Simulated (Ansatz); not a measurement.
A relaxation of the atoms of TiO2 (P1, 12 atoms in the cell) with Ansatz (a program for electronic structure).

Method: r2SCAN, default PAW files made with PBE (plane waves; Ansatz).

The change in words: atoms moved at random; relax: default → atoms; relax.f_tol: default → 0.1 eV/Å. Reference geometry:
```yaml
crystal:
  lattice:
    - [-4.35076, 4.35076, 1.88756]
    - [4.35076, -4.35076, 1.88756]
    - [4.35076, 4.35076, -1.88756]
  atoms:
    - { symbol: Ti, position: [0.29228, 0.00286, 0.29514] }
    - { symbol: Ti, position: [0.70772, 0.99714, 0.70486] }
    - { symbol: Ti, position: [0.00286, 0.70772, 0.71058] }
    - { symbol: Ti, position: [0.99714, 0.29228, 0.28942] }
    - { symbol: O, position: [0.49886, 0.15078, 0.64964] }
    - { symbol: O, position: [0.50114, 0.84922, 0.35036] }
    - { symbol: O, position: [0.15078, 0.50114, 0.65192] }
    - { symbol: O, position: [0.84922, 0.49886, 0.34808] }
    - { symbol: O, position: [0.16166, 0.84040, 0.00206] }
    - { symbol: O, position: [0.83834, 0.15960, 0.99794] }
    - { symbol: O, position: [0.84040, 0.83834, 0.67874] }
    - { symbol: O, position: [0.15960, 0.16166, 0.32126] }
```

Reference input (self-consistent single point, DFT, r2SCAN, plane waves, default PAW files made with PBE): kpoints.mp_grid.grid = 4 4 4; hamiltonian.xc = r2scan; hamiltonian.pseudopotentials = {kind: paw} (the program's default PAW files); scf.occupations.method = fixed. This run's input differs from it in these lines:

Ansatz 0.2 input:
```diff
@@ -6,14 +6,14 @@
   atoms:
-    - { symbol: Ti, position_ang: [0.024886, 2.543280, -0.000000] }
-    - { symbol: Ti, position_ang: [4.325874, 1.807480, 1.887555] }
-    - { symbol: Ti, position_ang: [6.158240, 0.024886, 0.000000] }
-    - { symbol: Ti, position_ang: [-1.807480, 4.325874, 1.887555] }
-    - { symbol: O, position_ang: [1.312015, 4.340840, -0.000000] }
-    - { symbol: O, position_ang: [3.038745, 0.009920, 1.887555] }
-    - { symbol: O, position_ang: [4.360680, 1.312015, 0.000000] }
-    - { symbol: O, position_ang: [-0.009920, 3.038745, 1.887555] }
-    - { symbol: O, position_ang: [2.961997, -2.944072, 1.887555] }
-    - { symbol: O, position_ang: [1.388763, 7.294832, -0.000000] }
-    - { symbol: O, position_ang: [2.944072, 2.961997, 1.887555] }
-    - { symbol: O, position_ang: [1.406688, 1.388763, 0.000000] }
+    - { symbol: Ti, position_ang: [-0.032539, 2.537959, -0.021339] }
+    - { symbol: Ti, position_ang: [4.399306, 1.737372, 1.849430] }
+    - { symbol: Ti, position_ang: [6.145514, -0.073550, 0.003316] }
+    - { symbol: Ti, position_ang: [-1.874199, 4.230318, 1.889773] }
+    - { symbol: O, position_ang: [1.427058, 4.309506, -0.069500] }
+    - { symbol: O, position_ang: [3.036670, 0.070704, 1.915810] }
+    - { symbol: O, position_ang: [4.359588, 1.334365, -0.003256] }
+    - { symbol: O, position_ang: [-0.004346, 3.034137, 1.856676] }
+    - { symbol: O, position_ang: [2.925207, -2.857744, 1.942128] }
+    - { symbol: O, position_ang: [1.362353, 7.388295, -0.025897] }
+    - { symbol: O, position_ang: [2.948902, 2.931951, 1.915619] }
+    - { symbol: O, position_ang: [1.411038, 1.461246, 0.072569] }
 kpoints:
@@ -25,2 +25,4 @@
   occupations: { method: fixed }
+relax:
+  f_tol: 0.1
 output:
```

Log, with long lists cut:

```
   [... SCF lines of the steps left out ...]
relax step   1: F+E_penalty+E_count = -14584.00105949 eV  Δ(F+E_penalty+E_count) = +0.000e0 eV  max|allowed force component| = 5.112e0 eV/Å  Δτ_max = 0.0000 Å  (7 SCF iters, dr2 threshold 1.00e-4 eV, accepted)
relax step   2: F+E_penalty+E_count = -14584.55917385 eV  Δ(F+E_penalty+E_count) = -5.581e-1 eV  max|allowed force component| = 2.076e0 eV/Å  Δτ_max = 0.1178 Å  (7 SCF iters, dr2 threshold 1.00e-4 eV, accepted)
relax step   3: F+E_penalty+E_count = -14584.78777824 eV  Δ(F+E_penalty+E_count) = -2.286e-1 eV  max|allowed force component| = 1.020e-1 eV/Å  Δτ_max = 0.1042 Å  (7 SCF iters, dr2 threshold 1.00e-4 eV, accepted)
relax step   4: F+E_penalty+E_count = -14584.78965242 eV  Δ(F+E_penalty+E_count) = -1.874e-3 eV  max|allowed force component| = 5.023e-2 eV/Å  Δτ_max = 0.0099 Å  (8 SCF iters, accepted)
Crystal: 12 atoms, lattice volume = 142.919 Å³
iter 1 solved again at ethr=5.41e-11 eV; its pass at ethr=3.10e-3 eV (dr2=5.20e-8 eV) is discarded
SCF iter   1: F=—  HF=-14584.789652 eV  |F-HF|=—  |Δ(HF+E_count)|=         —  Δρ=5.02e-6  dr2=5.19e-8  dr2_τ=3.52e-9  ethr=5.41e-11  ⟨swp⟩=1.0  Hψ=5981  notcnv=0
preconditioner: auto → Resta (q_TF=auto, 2.553 Å⁻¹)
SCF iter   2: F=-14584.789652 eV  HF=-14584.789652 eV  |F-HF|=1.41e-8  |Δ(HF+E_count)|=   7.78e-9  Δρ=2.43e-6  dr2=1.88e-8  dr2_τ=1.11e-9  ethr=5.41e-11  ⟨swp⟩=4.8  Hψ=6095  notcnv=0
SCF 5 converged in 2 iterations: F = -14584.789652 eV  dr2 = 1.88e-8
Free energy (F): -14584.789652 eV
Internal energy: -14584.789652 eV  (E = F + TS)
E sigma→0 (E₀):  -14584.789652 eV
   [... lines left out ...]
Fermi energy:    6.427485 eV
   [... lines left out ...]
    - { symbol: O, position: [0.16041236606980208, 0.8400532196184425, 0.0005703655723015011] }
    - { symbol: O, position: [0.8396306238469888, 0.15979124555696544, 0.9994539101401281] }
    - { symbol: O, position: [0.8403531208554549, 0.8393851466074216, 0.6798732530187535] }
    - { symbol: O, position: [0.15972290551273338, 0.16056783341580258, 0.32006718183603466] }
```

The run converged. 

Summary of the result:
| Quantity | Result |
|---|---|
| Free energy E − TS (on the zero of these files) | -14584.7897 eV |
| Top of the valence band (on the code's own zero) | 6.43 eV |
| Gap on the k-point mesh | 2.06 eV |
| Pressure | -0.96 GPa |
| Largest force (vector length) | 0.051 eV/Å |
| Relaxation steps | 4 |

The starting cell comes from a database of computed structures (which also holds hypothetical and non-ambient phases and stackings), without a prior relaxation at this level. For this run, on top of that: atoms moved at random. Ansatz's pressure includes its estimate of the finite-basis (Pulay) stress.

Cost on one core of a shared machine: roughly 2 min.
